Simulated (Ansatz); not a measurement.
The parent structure is CdSe in the zinc blende structure (space group F-43m, No. 216; a = 6.007 Å).

The values are results of Kohn–Sham DFT with the LDA functional, run in Ansatz (a program for electronic structure) with PAW and 420 eV plane waves, no spin-orbit coupling, not measurements.

Before the change:

The valley order is Γ 0.41 eV; X along ⟨100⟩ 2.88 eV and the electron mass is 0.041 mₑ (at Γ).

Now apply this change: cell and atoms relaxed at a pressure of 30 GPa.

Task: Estimate the effect on the valley order and electron mass.

Result: The valley order (the lowest conduction-band minima on the path, energy above the VBM, named in the base's zone) changes from Γ 0.41 eV; X along ⟨100⟩ 2.88 eV to Γ 0.89 eV; X along ⟨100⟩ 2.24 eV; the electron mass goes from 0.041 mₑ (at Γ) to 0.075 mₑ (at Γ).

The levels and masses belong to the bands next to the band gap. Load acts through the strain it causes; cell and atoms are relaxed under it. Masses are band curvatures over ±0.01 Å⁻¹ around the edge. Stability against distortions was not tested. Tetrahedral semiconductors of this kind turn to denser phases somewhere between about 1 and 50 GPa; those were not computed, so compressed cells here can lie past the real transition.
